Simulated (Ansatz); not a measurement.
# A computed series for HfS2: response to strain

The parent structure is HfS2 in the CdI2 type structure (space group P-3m1, No. 164; a = 3.547 Å, c = 5.577 Å; layered, stacked along the Cartesian z axis). Axes: x lies along a and z along c of the hexagonal cell.

Strains are applied to the cell and any free atomic positions relax.

Level of theory: Kohn–Sham DFT with the PBEsol-D3(BJ) functional, run in Ansatz (an electronic-structure program) with PAW and 420 eV plane waves, no spin-orbit coupling.

| uniaxial strain ε_zz (%) | band gap (eV) |
|---|---|
| -3 | 0.26 |
| -2.5 | 0.29 |
| -2 | 0.32 |
| -1.5 | ? |
| -1 | 0.38 |
| -0.5 | 0.41 |
| 0 | 0.45 |

Fit E_g = E₀ + Dε (ε in %) to the rows shown and predict the withheld row.

Least squares on the printed values gives E₀ = 0.44 eV, D = 62.1 meV per % of strain (largest residual 0.01 eV); this predicts 0.35 eV, and the run gives 0.35 eV, in agreement.

Spin-orbit coupling, missing from the scalar runs, can matter with Hf. No phonon test of stability was made. The zero or small gap of HfS2 under uniaxial strain ε_zz = −3.00 % and HfS2 under uniaxial strain ε_zz = −2.50 % can change with the level of theory.
